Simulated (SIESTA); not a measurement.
Variants of one calculation on Rb3IrF6 (P1, 10 atoms in the cell)

```yaml
crystal:
  lattice:
    - [0.00000, 4.66664, 4.66664]
    - [4.66664, 0.00000, 4.66664]
    - [4.66664, 4.66664, 0.00000]
  atoms:
    - { symbol: Rb, position: [0.25015, 0.25575, 0.24094] }
    - { symbol: Rb, position: [0.75178, 0.75176, 0.74889] }
    - { symbol: Rb, position: [0.50246, 0.49505, 0.50035] }
    - { symbol: Ir, position: [0.99933, 0.99788, 0.00368] }
    - { symbol: F, position: [0.22814, 0.21392, 0.78519] }
    - { symbol: F, position: [0.77953, 0.78533, 0.21798] }
    - { symbol: F, position: [0.78176, 0.21871, 0.22253] }
    - { symbol: F, position: [0.21647, 0.78276, 0.78019] }
    - { symbol: F, position: [0.21059, 0.78104, 0.22373] }
    - { symbol: F, position: [0.77979, 0.21779, 0.77653] }
```

Base run A: SIESTA with LDA PW92, numerical atomic orbitals DZP, PseudoDojo LDA standard norm-conserving potentials (rewritten from UPF to PSML), self-consistent single point.

Its settings: XC.functional = LDA; XC.authors = PW92; potentials = PseudoDojo LDA standard; PAO.BasisSize = DZP; PAO.EnergyShift = 0.01 Ry; MeshCutoff = 400 Ry; kgrid.MonkhorstPack = 3 3 3; OccupationFunction = MP; OccupationMPOrder = 0; ElectronicTemperature = 20 meV; MaxSCFIterations = 150; SCF.Mixer.Method = Pulay; SCF.Mixer.Weight = 0.1; SCF.Mixer.History = 8; SCF.DM.Tolerance = 1.0E-04.

The starting cell comes from a database of computed structures (which also holds hypothetical and non-ambient phases and stackings), without a prior relaxation at this level. Its atoms were displaced at random from the sites of space group no. 225. Spin-orbit coupling is off. Values carry the incompleteness of an atom-centred basis. The basis of the alkali or alkaline-earth atoms may lack their empty d shell, which can raise the gap. In the base run, with a pressure of about -6 GPa the cell is away from its equilibrium volume at this level. In the base run, forces exceed 1 eV/Å.

A dash stands where there is no value to compare (another energy zero or no entropy term, no result, no spin, no clean gap, or a mesh too coarse for one). 

Runs B sample the zone with one or two k-points, far too few for so small a cell.

Run A gave: pressure (GPa) -5.62; largest force (eV/Å) 1.203; gap on the mesh (eV) 1.761; k-points 14.

Runs:
- B: XC.functional: LDA → GGA; XC.authors: PW92 → PBEsol; pseudopotentials: PseudoDojo LDA standard → PseudoDojo PBEsol standard; kgrid.MonkhorstPack: 3 3 3 → 1 1 1 [GGA PBEsol]
- C: XC.functional: LDA → GGA; XC.authors: PW92 → PBEsol; pseudopotentials: PseudoDojo LDA standard → PseudoDojo PBEsol standard; kgrid.MonkhorstPack: 3 3 3 → 2 2 2 [GGA PBEsol]

Problem. What does run C change against A?

Solution. The pressure goes from -5.62 to -1.86 GPa, the largest force goes from 1.203 to 1.105 eV/Å and the gap on the mesh goes from 1.761 to 2.108 eV.

| run | pressure (GPa) | largest force (eV/Å) | gap on the mesh (eV) | k-points |
|---|---|---|---|---|
| A | -5.62 | 1.203 | 1.761 | 14 |
| B | -1.71 | 1.171 | – | 1 |
| C | -1.86 | 1.105 | 2.108 | 8 |
